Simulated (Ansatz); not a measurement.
Results of HSE06 (Ansatz, an electronic-structure program, plane waves, PAW) for SrTiO3 (within 0.1 Å of Pm-3m, No. 221, 10 atoms in the cell; start COD 2310687).

Settings: plane-wave cutoff 460 eV, 6×6×6 k mesh, Fermi–Dirac smearing 0.01 eV, no spin polarisation, scalar-relativistic PAW data made under PBE.

Cell (measured lattice):

```cif
data_O12Sr4Ti4
_chemical_formula_sum 'Sr4 O12 Ti4'
_space_group_name_H-M_alt 'I4/mcm'
_space_group_IT_number 140
_space_group_name_Hall '-I 4 2c'
_cell_length_a 5.51100
_cell_length_b 5.51100
_cell_length_c 7.79600
_cell_angle_alpha 90.000
_cell_angle_beta 90.000
_cell_angle_gamma 90.000
loop_
_atom_site_label
_atom_site_type_symbol
_atom_site_symmetry_multiplicity
_atom_site_Wyckoff_symbol
_atom_site_fract_x
_atom_site_fract_y
_atom_site_fract_z
_atom_site_occupancy
Sr1 Sr 4 b 0.00000 0.50000 0.25000 1
O1 O 4 a 0.00000 0.00000 0.25000 1
Ti1 Ti 4 c 0.00000 0.00000 0.00000 1
O2 O 8 h 0.25490 0.24510 0.00000 1
```
(The calculation used a cell of 10 atoms; values per cell refer to that cell.)

Problem. Estimate the band gap that the calculation returns.

Solution. 
- band gap: 3.36 eV (on the SCF k mesh)

Note: the file's cell can be that of a phase stable at another temperature; cell and atoms aren't relaxed at this level (pressure -0.4 GPa).

Spin–orbit coupling is not included.

Static lattice: no zero-point or thermal effects.

The result took very roughly 2.9 core-minutes.
